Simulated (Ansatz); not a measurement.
BN: response to strain

Base system: BN in the wurtzite structure (space group P6_3mc, No. 186).

BN is modelled in the hexagonal space group P6₃mc (No. 186), the wurtzite structure, Pearson symbol hP4. Cell: a = b = 2.541 Å, c = 4.203 Å, α = β = 90.00°, γ = 120.00°. B on 2b sees 4 N at 1.559–1.574 Å (tetrahedral). N on 2b is surrounded by 4 B at 1.559–1.574 Å (tetrahedral). (Neighbours: up to the widest gap in distance over summed covalent radii, below 1.35, at either atom.)

Strains are applied to the cell and any free atomic positions relax.

Level of theory: PBEsol (Ansatz, a first-principles code), scalar-relativistic without spin-orbit coupling.

Notes on the quantities. energy relative to the base: free energy F; pressure: mean of the normal stresses, compression positive.

```
case                      band gap  energy relative to the base    pressure  volume per atom
------------------------  --------  ---------------------------  ----------  ---------------
base                       4.96 eV                   0 meV/atom    0.00 GPa          5.88 Å³
isotropic strain +0.60 %   5.00 eV                +2.3 meV/atom   -6.69 GPa          5.98 Å³
isotropic strain +1.20 %   5.04 eV                +8.9 meV/atom  -12.91 GPa          6.09 Å³
isotropic strain +1.80 %   5.07 eV                 +20 meV/atom  -18.69 GPa          6.20 Å³
isotropic strain +2.40 %   5.11 eV                 +34 meV/atom  -24.05 GPa          6.31 Å³
isotropic strain +3.00 %       [?]                          [?]         [?]          6.42 Å³
```

**Question.** What belongs in the blanks?

**Answer.** 
- isotropic strain +3.00 %, band gap: 5.14 eV
- isotropic strain +3.00 %, energy relative to the base: +53 meV/atom
- isotropic strain +3.00 %, pressure: -29.01 GPa

Whether these cells are dynamically stable was not tested.
